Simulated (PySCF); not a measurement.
PySCF 2.14.0, TPSSH/def2-svp, df: Ag(SH)(py) ([SH][Ag]<-[n]1ccccc1), 14 atoms. The geometry is a generated start, not checked to be a minimum at this level.

| Item | Value |
|---|---|
| task | energy |
| method | tpssh |
| basis | def2-svp |
| two-electron scheme | density fitting |
| mol.max_memory | 3000 MB |
| mf.max_cycle | 100 |
| mf.diis_space | 8 (default) |
| mf.conv_tol | 1e-09 (default) |
| mf.grids.level | 3 (default) |
| effective core potentials | those of the basis set, past Kr |
| basis functions | 163 |
| grid points | 184664 |

```xyz
14

Ag     0.8256     1.4180    -2.1371
S      1.4673     2.6175    -4.0178
H      2.7703     2.6139    -3.7665
C     -0.8402    -1.2317     1.8381
C     -0.8579    -1.7756     0.5630
C     -0.4036    -1.0086    -0.4957
N      0.0512     0.2325    -0.3488
C      0.0632     0.7531     0.8748
C     -0.3700     0.0629     1.9941
H     -1.1858    -1.8021     2.6876
H     -1.2160    -2.7784     0.3895
H     -0.4009    -1.3997    -1.5040
H      0.4346     1.7655     0.9586
H     -0.3378     0.5327     2.9641
```

Charge 0 and multiplicity 1 are set for this test and not shown to be the ground state.

With the defaults (mf.init_guess = minao, mf.DIIS = CDIIS, mf.damp = 0, mf.diis_start_cycle = 1, mf.diis = true, mf.level_shift = 0) it converges in 19 Fock builds. One run each on 2 threads, 1 BLAS thread, with these changes:
- mf.DIIS = EDIIS
- mf.init_guess = mod_huckel
- mf.damp = 0.7, mf.diis_start_cycle = 999, mf.diis = false
- mf.diis = false
- mf.damp = 0.3, mf.diis_start_cycle = 4
- mf.level_shift = 0.3 Hartree
- mf.init_guess = 1e
- mf.DIIS = ADIIS
- mf.init_guess = huckel

Question: Which runs fail or end elsewhere than the default run?

Answer: No convergence: mf.init_guess = 1e; mf.DIIS = EDIIS; mf.damp = 0.3, mf.diis_start_cycle = 4; mf.diis = false (the run ends without SCF convergence in 100 cycles). The rest reach the solution of the defaults.

```csv
setting,Fock builds,end
the defaults,19,same solution
mf.init_guess = mod_huckel,20,same solution
mf.init_guess = huckel,20,same solution
"mf.damp = 0.7, mf.diis_start_cycle = 999, mf.diis = false",28,same solution
mf.DIIS = ADIIS,31,same solution
mf.level_shift = 0.3 Hartree,37,same solution
mf.init_guess = 1e,101,no convergence
mf.DIIS = EDIIS,101,no convergence
"mf.damp = 0.3, mf.diis_start_cycle = 4",101,no convergence
mf.diis = false,101,no convergence
```
